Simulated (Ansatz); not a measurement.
BP (model structure, started from the BN type, Pm-3n, No. 223, 12 atoms in the cell)

The numbers are results of PBEsol in Ansatz (plane waves, PAW), not measurements.

Numerical settings: plane-wave cutoff 520 eV, 6×6×6 k mesh, Fermi–Dirac smearing 0.01 eV, scalar-relativistic PAW data made under PBE.

Cell (relaxed at this level):

```
BP
1.0
    5.56185     0.00000     0.00000
    0.00000     5.56185     0.00000
    0.00000     0.00000     5.56185
B P
6 6
Cartesian
  1.39046   0.00000   2.78093
  2.78093   1.39046   0.00000
  2.78093   4.17139   0.00000
  4.17139   0.00000   2.78093
  0.00000   2.78093   4.17139
  0.00000   2.78093   1.39046
  1.39046   2.78093   0.00000
  0.00000   1.39046   2.78093
  0.00000   4.17139   2.78093
  4.17139   2.78093   0.00000
  2.78093   0.00000   4.17139
  2.78093   0.00000   1.39046
```

```yaml
band_gap: 0.52 eV (indirect)
smallest_direct_gap_on_the_k_points_sampled: 0.96 eV
direct gap at Γ: 1.20 eV
```

Note: the relaxation could raise the start's symmetry but not lower it, so the cell can be a saddle point.

The computed numbers hold no vibrational or temperature effects.

The result took roughly 16 core-seconds.

A model structure was made by putting elements into a prototype or built by hand; it is no filed structure, need not be a known phase, and can be a saddle point held by its symmetry.

Ansatz is a first-principles code.
